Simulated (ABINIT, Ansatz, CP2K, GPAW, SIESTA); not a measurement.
One structure in several programs: B₆Pb (Pm-3m, 7 atoms in the cell)

Band-structure calculation.

```
CELL_PARAMETERS angstrom
      4.15257     0.00000     0.00000
      0.00000     4.15257     0.00000
      0.00000     0.00000     4.15257
ATOMIC_POSITIONS crystal
  B  0.20300 0.50000 0.50000
  B  0.79700 0.50000 0.50000
  B  0.50000 0.20300 0.50000
  B  0.50000 0.79700 0.50000
  B  0.50000 0.50000 0.20300
  B  0.50000 0.50000 0.79700
  Pb 0.00000 0.00000 0.00000
```

Shared settings, as Ansatz (a first-principles code) writes them: kpoints.mp_grid.grid = 4 4 4; scf.occupations.method = fixed. Potentials and cutoffs stand in the table.

```
code                                                                                                                       model  gap along the path (eV)  smallest direct gap (eV)       cutoff
------  ------------------------------------------------------------------------------------------------------------------------  -----------------------  ------------------------  -----------
SIESTA  LDA PW92, numerical atomic orbitals DZP, PseudoDojo LDA standard norm-conserving potentials (rewritten from UPF to PSML)                     0.87                      1.31  grid 350 Ry
Ansatz                                                                                       LDA (PW92), PAW files made with PBE                     0.92                      1.31      default
ABINIT                                           LDA (PW92), norm-conserving pseudopotentials (PseudoDojo nc-sr-04 LDA standard)                     0.91                      1.31        38 Ha
CP2K                                        LDA (Pade form), GPW, DZVP-MOLOPT-SR-GTH basis, GTH-PADE potentials (GTH_POTENTIALS)                     0.83                      1.19  grid 400 Ry
GPAW                                                               LDA (Perdew-Wang 92), GPAW PAW datasets LDA (gpaw-data 1.0.1)                     0.91                      1.31       950 eV
```

On Ansatz's run: spin-orbit coupling is off.

The spread over the programs that give each value: gap along the path within 0.09 eV; smallest direct gap within 0.12 eV.

SIESTA and CP2K use small atom-centred bases, whose incompleteness enters pressures, forces and empty levels differently from a plane-wave cutoff.

The starting cell comes from a database of computed structures (which also holds hypothetical and non-ambient phases and stackings), without a prior relaxation at this level. Its lattice was rescaled by a random factor within 2.5 % of one.

Left out of this page: Quantum ESPRESSO, Elk and FLEUR (not drawn, or without a comparable value).

Keys are those of Ansatz 0.2.
